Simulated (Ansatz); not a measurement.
Results of r²SCANh (Ansatz, an electronic-structure program, plane waves, PAW) for fluorite PbF2 (high-temperature phase).

Settings: plane-wave cutoff 520 eV, 8×8×8 k mesh, Fermi–Dirac smearing 0.01 eV, scalar-relativistic PAW data made under PBE.

The cell is scaled about its equilibrium volume:

```
V (Å³/atom)  P (GPa)  direct gap at Γ (eV)  smallest gap on the k mesh (eV)
-----------  -------  --------------------  -------------------------------
16.368          4.52                10.959                            5.637
16.798          2.09                10.753                            5.660
17.191          0.17                10.571                            5.677
17.660         -1.82                10.361                            5.692
18.091         -3.40                10.173                            5.703
```

The fundamental gap (5.68 eV at the equilibrium volume, on the SCF mesh) lies elsewhere than Γ–Γ.

Spin–orbit coupling is not included; with these elements it can move the gap by several tenths of an eV or more.
